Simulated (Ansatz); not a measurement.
## BAs: response to strain

Consider BAs in the zinc blende structure (space group F-43m, No. 216).

```
BAs
1.0
    0.00000     2.36609     2.36609
    2.36609     0.00000     2.36609
    2.36609     2.36609     0.00000
B As
1 1
Direct
  0.00000   0.00000   0.00000
  0.25000   0.25000   0.25000
```

Cartesian axes are those of the cell as printed.

Strains are applied to the cell and any free atomic positions relax.

Level of theory: DFT with LDA, PAW potentials and a 420 eV plane-wave cutoff in Ansatz (an electronic-structure program), no spin-orbit coupling.

Base values:

* **Band gap**: 1.11 eV

Problem. The aim is a band gap between 0.72 eV and 0.79 eV. Which of these changes reaches it?
A) tensor shear ε_xy = +2.00 %
B) tensor shear ε_xy = +0.86 %
C) tensor shear ε_xy = +0.29 %
D) tensor shear ε_xy = +0.57 %
E) tensor shear ε_xy = +1.71 %

Solution. A, tensor shear ε_xy = +2.00 %. It gives 0.75 eV; tensor shear ε_xy = +0.57 % gives 1.04 eV; tensor shear ε_xy = +0.86 % gives 1.00 eV; tensor shear ε_xy = +1.71 % gives 0.83 eV; tensor shear ε_xy = +0.29 % gives 1.08 eV. Changes not listed may reach it too

Whether these cells are dynamically stable was not tested.
